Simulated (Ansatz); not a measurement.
Ansatz (a program for electronic structure) run on Hf₂Si (Fmm2, 6 atoms in the cell): self-consistent single point.

Method of the run: PBEsol, default PAW files made with PBE (plane waves; Ansatz).

```xyz
6
Lattice="-3.2852 3.2852 2.5906 3.2852 -3.2852 2.5906 3.2852 3.2852 -2.5906" Properties=species:S:1:pos:R:3 pbc="T T T"
Hf     1.0282     2.2570     2.5906
Hf     2.2570     1.0282     0.0000
Hf     1.0635     4.3487     0.0000
Hf     2.2570    -1.0282     2.5906
Si     0.0000     0.0000     3.8859
Si     0.0000     0.0000     1.2953
```

Reference input (self-consistent single point, DFT, PBEsol, plane waves, default PAW files made with PBE): basis.ecutwfc = 420 eV; kpoints.mp_grid.grid = 7 7 7; hamiltonian.xc = pbesol; hamiltonian.pseudopotentials = {kind: paw} (the program's default PAW files); scf.occupations.method = gaussian; scf.occupations.width = 0.1 eV. This run's input differs from it in these lines:

```diff
@@ -25,3 +25,3 @@
     method: gaussian
-    width: 0.1
+    width: 0.3
 output:
```

Output, abridged:

```
SCF iter   1: F=—  HF=-63639.883716 eV  |F-HF|=—  |Δ(HF+E_count)|=         —  Δρ=3.97e-3  dr2=1.89e-2  ethr=1.77e-3  ⟨swp⟩=5.0  Hψ=14124  notcnv=0
all-band conjugate gradients solve this SCF's bands
preconditioner: auto → Kerker (q_TF=auto, 2.729 Å⁻¹)
SCF iter   2: F=—  HF=-63639.881824 eV  |F-HF|=—  |Δ(HF+E_count)|=   1.89e-3  Δρ=2.38e-3  dr2=8.28e-3  ethr=1.69e-5  ⟨swp⟩=2.0  Hψ=5259  notcnv=0
   [... lines left out ...]
SCF iter   5: F=—  HF=-63639.880192 eV  |F-HF|=—  |Δ(HF+E_count)|=   5.04e-5  Δρ=9.89e-5  dr2=1.64e-5  ethr=8.93e-8  ⟨swp⟩=2.0  Hψ=7474  notcnv=0
SCF iter   6: F=—  HF=-63639.880187 eV  |F-HF|=—  |Δ(HF+E_count)|=   4.71e-6  Δρ=2.37e-5  dr2=5.74e-7  ethr=1.46e-8  ⟨swp⟩=2.7  Hψ=7624  notcnv=0
SCF iter   7: F=—  HF=-63639.880187 eV  |F-HF|=—  |Δ(HF+E_count)|=   3.14e-8  Δρ=1.46e-5  dr2=3.22e-7  ethr=8.93e-11  ⟨swp⟩=11.0  Hψ=25371  notcnv=0
SCF iter   8: F=-63639.880187 eV  HF=-63639.880187 eV  |F-HF|=5.25e-9  |Δ(HF+E_count)|=   3.31e-7  Δρ=3.70e-6  dr2=1.10e-8  ethr=8.93e-11  ⟨swp⟩=4.0  Hψ=20020  notcnv=0
SCF 1 converged in 8 iterations: F = -63639.880187 eV  dr2 = 1.10e-8
Free energy (F): -63639.880187 eV
Internal energy: -63639.758567 eV  (E = F + TS)
E sigma→0 (E₀):  -63639.819377 eV
Entropy (-TS):   -0.121621 eV (-20.270 meV/atom)
Fermi energy:    18.052713 eV
--- Forces (eV/Å), atoms counted from 1 ---
  atom   1  Hf     0.08189990    -0.00241132     0.00000000
  atom   2  Hf    -0.00241132     0.08189990     0.00000000
  atom   3  Hf    -0.23374368    -0.23374368     0.00000000
  atom   4  Hf     0.09190282     0.09190282     0.00000000
  atom   5  Si     0.03117464     0.03117464     0.00000000
  atom   6  Si     0.03117464     0.03117464    -0.00000000
--- Stress (GPa, compression-positive) ---
       -3.791253      -0.431132       0.000000
       -0.431132      -3.791253       0.000000
        0.000000       0.000000      -2.922684
  P = ⅓ Tr σ = -3.5017 GPa (-35.017 kbar)
  The stress holds the Pulay correction. Without it, at fixed plane waves, as pw.x and ABINIT print it: P = -3.5417 GPa
```

The run converged in 8 iterations. Against the reference run the free energy falls by 9.1 meV/atom, the pressure moves little (-3.59 to -3.50 GPa) and the largest force goes from 0.346 to 0.331 eV/Å.

The starting cell comes from a database of computed structures (which also holds hypothetical and non-ambient phases and stackings), without a prior relaxation at this level. Its lattice was rescaled by up to half a per cent. One atom was moved a little off its site on purpose. With a pressure of about -4 GPa the cell is away from its equilibrium volume at this level. Ansatz's pressure includes its estimate of the finite-basis (Pulay) stress.

Cost on one core of a shared machine: roughly 60 s.

Keys are those of Ansatz 0.2.
